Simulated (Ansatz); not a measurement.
Results of r²SCAN in Ansatz (PAW) for cubic perovskite KZnF3.

Numerical settings: plane-wave cutoff 560 eV, 8×8×8 k mesh, Fermi–Dirac smearing 0.01 eV, scalar-relativistic PAW data made under PBE.

Cell (measured lattice):

Space group Pm-3m (No. 221); a = b = c = 4.0550 Å, α = β = γ = 90.00°

```json
[
 {"atom": "K", "site": "1a", "symmetry": "m-3m", "x": "0.0000", "y": "0.0000", "z": "0.0000"},
 {"atom": "Zn", "site": "1b", "symmetry": "m-3m", "x": "0.5000", "y": "0.5000", "z": "0.5000"},
 {"atom": "F", "site": "3c", "symmetry": "4/mm.m", "x": "0.0000", "y": "0.5000", "z": "0.5000"}
]
```

### Question
Estimate the band gap and smallest direct gap on the k points sampled that the calculation returns.

### Answer

- band gap: 4.62 eV (indirect)
- smallest direct gap on the k points sampled: 6.55 eV

Note: cell and atoms aren't relaxed at this level (pressure -0.5 GPa).

The computed numbers hold no vibrational or temperature effects.

Computing time: about 19 core-seconds (a rough figure).

Ansatz is an electronic-structure program.
